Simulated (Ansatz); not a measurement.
An Ansatz (a quantum-chemistry and plane-wave program) run: CdCu2GeSe4 with a change (isotropic strain −1.50 %); PBEsol (Ansatz; PAW; 420 eV plane waves; no spin-orbit coupling).

Input:

Ansatz 0.2 input:
```yaml
crystal:
  lattice:
    - [-2.8221294754, 2.8221294754, 5.4293746592]
    - [2.8221294754, -2.8221294754, 5.4293746592]
    - [2.8221294754, 2.8221294754, -5.4293746592]
  atoms:
    - { symbol: Ge, position: [0.5, 0.5, 0] }
    - { symbol: Cu, position: [0.25, 0.75, 0.5] }
    - { symbol: Cu, position: [0.75, 0.25, 0.5] }
    - { symbol: Se, position: [0.4041980311, 0.4041980311, 0.5343767094] }
    - { symbol: Se, position: [0.5958019689, 0.1301786783, 0] }
    - { symbol: Se, position: [0.8698213217, 0.8698213217, 0.4656232906] }
    - { symbol: Se, position: [0.1301786783, 0.5958019689, 0] }
    - { symbol: Cd, position: [0, 0, 0] }
basis: { ecutwfc: 420, ecutrho_ratio: 4, xc_grid: 2, fft_grid_basis: typed }
kpoints: { mp_grid: { grid: [8, 8, 8] } }
hamiltonian:
  xc: pbesol
  dispersion: none
  pseudopotentials: { kind: paw }
scf: { occupations: { method: fermi_dirac, width: 0.05 }, convergence: { dr2_threshold: 0.0000000008 } }
relax: { f_tol: 0.005, max_steps: 50 }
output: { forces: true, stress: true }
checkpoint: { write: state.ck, write_every: 1000 }
```

Output (explanatory and most iteration lines left out):

```
Relaxation: its limit of steps is 50 (relax.max_steps)
Pseudopotential: Ge, paw, valence charge 14
Pseudopotential: Cu, paw, valence charge 19
Pseudopotential: Se, paw, valence charge 16
Pseudopotential: Cd, paw, valence charge 20
Crystal: 8 atoms, lattice volume = 172.967 Å³
Basis set: ecut = 420 eV, 3387 PW (Γ), exchange–correlation on 96×96×96 points (8 copies of the dense FFT grid, shifted against one another)
Bands: 82, of which v1, the nominal top of the filled ones, is band 68 counted from 1 (67 counted from 0)
Symmetry: 8 space group operations
Space group: I-42m (ITA 121), of the structure as read, at distance tolerance 5.6e-5 Å
k-points: 59 of 512 (time reversal used)
Functional: x = pbesol(κ = 0.804, μ = 0.12345679012345678), c = pbesol(β = 0.046)
SCF iter   1: F=—  HF=-47314.383752 eV  |F-HF|=—  |Δ(HF+E_count)|=         —  Δρ=7.70e-3  dr2=6.65e-2  ethr=1.77e-3  ⟨swp⟩=5.9  Hψ=17391  notcnv=0  defer=14
SCF iter   2: F=—  HF=-47314.384344 eV  |F-HF|=—  |Δ(HF+E_count)|=   5.92e-4  Δρ=7.54e-3  dr2=6.83e-2  ethr=4.89e-5  ⟨swp⟩=2.0  Hψ=10060  notcnv=0  defer=383
SCF 1 converged in 11 iterations: F = -47314.368796 eV  dr2 = 7.62e-10
relax step   1: F+E_penalty+E_count = -47314.36879620 eV  Δ(F+E_penalty+E_count) = +0.000e0 eV  max|allowed force component| = 3.478e-2 eV/Å  Δτ_max = 0.0000 Å  (11 SCF iters, accepted)
Crystal: 8 atoms, lattice volume = 172.967 Å³
SCF iter   1: F=—  HF=-47314.369187 eV  |F-HF|=—  |Δ(HF+E_count)|=         —  Δρ=2.90e-4  dr2=1.11e-4  ethr=7.99e-8  ⟨swp⟩=2.0  Hψ=12254  notcnv=0  defer=383
SCF iter   2: F=—  HF=-47314.369168 eV  |F-HF|=—  |Δ(HF+E_count)|=   1.89e-5  Δρ=2.26e-4  dr2=5.10e-5  ethr=7.99e-8  ⟨swp⟩=2.0  Hψ=8291  notcnv=0  defer=383
SCF 2 converged in 8 iterations: F = -47314.369110 eV  dr2 = 1.82e-10
relax step   2: F+E_penalty+E_count = -47314.36910998 eV  Δ(F+E_penalty+E_count) = -3.138e-4 eV  max|allowed force component| = 9.614e-3 eV/Å  Δτ_max = 0.0028 Å  (8 SCF iters, accepted)
Crystal: 8 atoms, lattice volume = 172.967 Å³
SCF iter   1: F=—  HF=-47314.369187 eV  |F-HF|=—  |Δ(HF+E_count)|=         —  Δρ=1.08e-4  dr2=1.61e-5  ethr=1.00e-7  ⟨swp⟩=2.5  Hψ=8230  notcnv=0  defer=382
SCF iter   2: F=—  HF=-47314.369189 eV  |F-HF|=—  |Δ(HF+E_count)|=   1.90e-6  Δρ=8.51e-5  dr2=7.27e-6  ethr=1.18e-8  ⟨swp⟩=2.0  Hψ=7655  notcnv=0  defer=382
SCF 3 converged in 6 iterations: F = -47314.369133 eV  dr2 = 7.48e-10
relax step   3: F+E_penalty+E_count = -47314.36913260 eV  Δ(F+E_penalty+E_count) = -2.263e-5 eV  max|allowed force component| = 2.054e-4 eV/Å  Δτ_max = 0.0010 Å  (6 SCF iters, accepted)
SCF converged after 6 iterations
Free energy (F): -47314.369133 eV
Internal energy: -47314.368250 eV  (E = F + TS)
E sigma→0 (E₀):  -47314.368691 eV
Entropy (-TS):   -0.000882 eV (-0.110 meV/atom)
Fermi energy:    9.894901 eV
--- Forces (eV/Å), atoms counted from 1 ---
  atom   1  Ge     0.00000000     0.00000000    -0.00000000
  atom   2  Cu     0.00000000     0.00000000    -0.00000000
  atom   3  Cu     0.00000000    -0.00000000    -0.00000000
  atom   4  Se    -0.00019704    -0.00019704    -0.00020541
  atom   5  Se    -0.00019704     0.00019704     0.00020541
  atom   6  Se     0.00019704     0.00019704    -0.00020541
  atom   7  Se     0.00019704    -0.00019704     0.00020541
  atom   8  Cd     0.00000000    -0.00000000     0.00000000
--- Stress (GPa, compression-positive) ---
        3.411139       0.000000       0.000000
        0.000000       3.411139      -0.000000
        0.000000      -0.000000       3.255367
  P = ⅓ Tr σ = 3.3592 GPa (33.592 kbar)
--- Relaxed structure (3 steps of the walk, 3 accepted, 0 SCFs on fresh bases) ---
  atoms:
    - { symbol: Ge, position: [0.49999999999999994, 0.49999999999999994, 3.601675775563437e-21] }
    - { symbol: Cu, position: [0.25, 0.7499999999999999, 0.5] }
    - { symbol: Cu, position: [0.7499999999999999, 0.25, 0.5] }
    - { symbol: Se, position: [0.404168385545913, 0.404168385545913, 0.5337788533428306] }
    - { symbol: Se, position: [0.595831614454087, 0.1296104677969175, 0.0] }
    - { symbol: Se, position: [0.8703895322030826, 0.8703895322030826, 0.4662211466571695] }
    - { symbol: Se, position: [0.1296104677969175, 0.595831614454087, 0.0] }
    - { symbol: Cd, position: [-4.802234367417856e-21, 8.403910142981216e-21, 3.6016757755633604e-21] }
```

No phonon test of stability was made. The final runs are not spin-polarised. The cell was made from CdCu₂GeSe₄ (space group I-42m, No. 121) by this change: isotropic strain −1.50 %.
